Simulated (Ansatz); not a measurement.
The reference is MgSe in the rock salt structure (space group Fm-3m, No. 225; a = 5.4722 Å).

The values are results of DFT with r2SCAN, PAW potentials and a 500 eV plane-wave cutoff in Ansatz (a first-principles code), no spin-orbit coupling, not measurements.

Base values:

The pressure is 0.00 GPa. The gap character is indirect, Γ → X.

The change: the cell is scaled by 1.0187 in all directions; the atoms relax in the strained cell.

Q: Estimate the effect on the pressure.

A: The pressure goes from zero to -3.29 GPa.

Q: What happens to the gap character?

A: The gap character remains indirect, Γ → X.

Stability against distortions was not tested.
